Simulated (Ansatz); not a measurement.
## What pressure 30 GPa does to Zr

The parent structure is Zr in the hcp (Mg type) structure (space group P6_3/mmc, No. 194; a = 3.185 Å, c = 5.117 Å).

It is then changed as follows: cell and atoms relaxed at a pressure of 30 GPa.

Computed with Kohn–Sham DFT with the PBEsol functional, run in Ansatz (a first-principles code) with PAW and 420 eV plane waves, no spin-orbit coupling, earlier PAW set. Γ-centred 17×17×9 mesh, Fermi–Dirac width 0.05 eV.

```csv
quantity,base,changed,shift
volume per atom,22.47 Å³,17.98 Å³,-4.498 Å³
density,6.74 g/cm³,8.43 g/cm³,+1.69 g/cm³
lattice parameter a,3.185 Å,2.901 Å,-0.284 Å
c/a ratio,1.607,1.700,+0.0937
shortest interatomic distance,3.151 Å,2.901 Å,-0.250 Å
enthalpy H = E + PV relative to the base's energy,–,+3.73 eV/atom,–
band gap,zero,zero,–
```

Load acts through the strain it causes; cell and atoms are relaxed under it. Stability against distortions was not tested. All final runs are without spin polarisation. Measured, Zr leaves this structure (for the ω phase) near 3 GPa (temperature not stated; as listed in C. Cazorla, D. Alfè, M. J. Gillan, Physical Review B (2008)).
